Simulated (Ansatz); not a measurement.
The reference is La₂S₃ (space group P-3m1, No. 164; a = 4.654 Å, c = 7.168 Å; a hypothetical phase, not in the database extracts checked). Axes: x lies along a and z along c of the hexagonal cell.

Calculations: PBE (Ansatz, a quantum-chemistry and plane-wave program; PAW; 420 eV plane waves; no spin-orbit coupling).

Strains are applied to the cell and any free atomic positions relax; under biaxial strain the out-of-plane vector relaxes too; under stress the whole cell relaxes.

One change was made to it. Results:

```json
[
 {"quantity": "width of the top valence band", "base": "0.76 eV", "after": "0.76 eV"},
 {"quantity": "valence-band top at Γ (three highest levels, from the VBM)", "base": "0.00, -0.60, -0.60 eV", "after": "0.00, -0.61, -0.61 eV"},
 {"quantity": "hole mass", "base": "0.39 mₑ along c, 0.60 mₑ across (at Γ)", "after": "0.39 mₑ along z, 0.61 mₑ across (at Γ)"},
 {"quantity": "band gap", "base": "2.26 eV", "after": "2.25 eV"}
]
```

Name the change that was made.
A) uniaxial strain ε_zz = +1.21 %
B) biaxial strain −2.41 %, plane normal [001], relaxed out of plane
C) isotropic strain +3.52 %
D) isotropic strain +0.70 %
E) uniaxial stress, 1 GPa tension along z

A, uniaxial strain ε_zz = +1.21 %. For comparison, the valence-band top at Γ in the other runs: biaxial strain −2.41 %, plane normal [001], relaxed out of plane gives 0.00, -0.71, -0.71 eV; isotropic strain +0.70 % gives 0.00, -0.58, -0.58 eV; uniaxial stress, 1 GPa tension along z gives 0.00, -0.65, -0.65 eV; isotropic strain +3.52 % gives 0.00, -0.49, -0.49 eV.

Masses are band curvatures over ±0.01 Å⁻¹ around the edge. Stability under load was not tested beyond the relaxation.
